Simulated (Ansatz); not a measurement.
## TiS2: x(Sn) = 0.667, 9 atoms, C2/m

Consider TiS2 in the CdI2 type structure (space group P-3m1, No. 164; a = 3.3606 Å, c = 5.5224 Å; layered, stacked along the Cartesian z axis).

The other end (x = 1) is SnS2 in the CdI2 type structure (space group P-3m1, No. 164; layered, stacked along the Cartesian z axis): 22.57 Å³/atom, gap 1.27 eV.

Modification: a fraction x = 0.667 of the Ti sites is given to Sn, ordered in a cell of 9 atoms (starting symmetry C2/m) and fully relaxed.

Computed with PBE-D3(BJ) (Ansatz, a quantum-chemistry and plane-wave program), scalar-relativistic without spin-orbit coupling. k-mesh 10×10×4 (Γ-centred); smearing 0.05 eV (Fermi–Dirac), for the changed cell.

```json
[
 {"quantity": "volume per atom", "base": "18.00 Å³", "changed": "21.31 Å³", "shift": "+3.301 Å³"},
 {"quantity": "density", "base": "3.44 g/cm³", "changed": "4.14 g/cm³", "shift": "+0.693 g/cm³"},
 {"quantity": "shortest interatomic distance", "base": "2.409 Å", "changed": "2.453 Å", "shift": "+0.044 Å"},
 {"quantity": "band gap", "base": "zero", "changed": "0.15 eV", "shift": "–"},
 {"quantity": "gap character (in this cell's own zone, which can be folded)", "base": "–", "changed": "indirect, Γ → k = (0.200, -0.200, -1/2) in the run's primitive reciprocal basis", "shift": "–"},
 {"quantity": "valence-band top at Γ (three highest levels, from the VBM)", "base": "–", "changed": "0.00, -0.40, -0.46 eV", "shift": "–"},
 {"quantity": "mixing energy (to 0.01 eV only: unlike meshes or grids)", "base": "–", "changed": "+0.06 eV/atom", "shift": "–"},
 {"quantity": "deviation of the volume from the linear (Vegard-type) interpolation", "base": "–", "changed": "+1.2 %", "shift": "–"},
 {"quantity": "mean first-shell distances", "base": "–", "changed": "Ti–S 2.459 Å (end compound 2.409 Å), Sn–S 2.569 Å (end compound 2.583 Å)", "shift": "–"}
]
```

Each cell is one ordered arrangement of few atoms, which overstates ordering effects compared with a random alloy. Stability against distortions was not tested. The final runs are not spin-polarised. The zero or small gap of TiSn2S6 and TiS2 can change with the level of theory. Labels are those of the standard path for the cell's own space group.
